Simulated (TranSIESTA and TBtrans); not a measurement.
## Cu chain with one Mg atom in place of Cu

Device: Cu chain with one Mg atom in place of Cu. Leads: straight Cu chain, spacing 2.438 Å. Geometry: 3 atoms about the centre moved by SIESTA (PBE, DZP) to a largest force of 0.02 eV/Å, all others as built, motion along the axis alone.

Computed with TranSIESTA and TBtrans, PBE, DZP numerical orbitals (energy shift 0.15 eV), PseudoDojo norm-conserving scalar-relativistic potentials, mesh cutoff 200 Ry, 300 K, no spin polarisation, no spin-orbit coupling; self-consistent non-equilibrium Green functions.

* **Conductance at 300 K (G0 = 2e²/h)**: 1.00
* **Thermopower (μV/K)**: 11
* **Mean T from −0.5 to 0.5 eV**: 1.03

Energies count from the leads' Fermi level. Transmissions are for one spin of a degenerate pair. The energy step is 0.01 eV; narrower resonances are cut or missed.

```csv
E (eV),T,lead channels
-2.00,0.92,1
-1.90,0.97,1
-1.80,1.00,1
-1.70,0.99,1
-1.60,0.96,1
-1.50,0.92,1
-1.40,0.86,1
-1.30,0.79,1
-1.20,0.70,1
-1.10,0.60,band edge
-1.00,0.45,3
-0.90,0.054,3
-0.80,1.01,4
-0.70,1.00,4
-0.60,0.99,4
-0.50,1.01,4
-0.40,1.03,4
-0.30,1.07,band edge
-0.20,1.13,band edge
-0.10,1.24,band edge
0.00,0.94,1
0.10,0.96,1
0.20,0.97,1
0.30,0.98,1
0.40,0.98,1
0.50,0.99,1
0.60,0.99,1
0.70,1.00,1
0.80,1.00,1
0.90,1.00,1
1.00,1.00,1
1.10,1.00,1
1.20,0.99,1
1.30,0.99,1
1.40,0.98,1
1.50,0.98,1
1.60,0.97,1
1.70,0.96,1
1.80,0.95,1
1.90,0.94,1
2.00,0.92,1
```

The leads' channel count changes near -0.03 eV, within the thermal window, so values at the Fermi level hang on where that band edge falls. The straight chain is held at its spacing; free chains may zigzag or dimerise. No spin-polarised start was tried, so a magnetic state, if there is one, is missed.
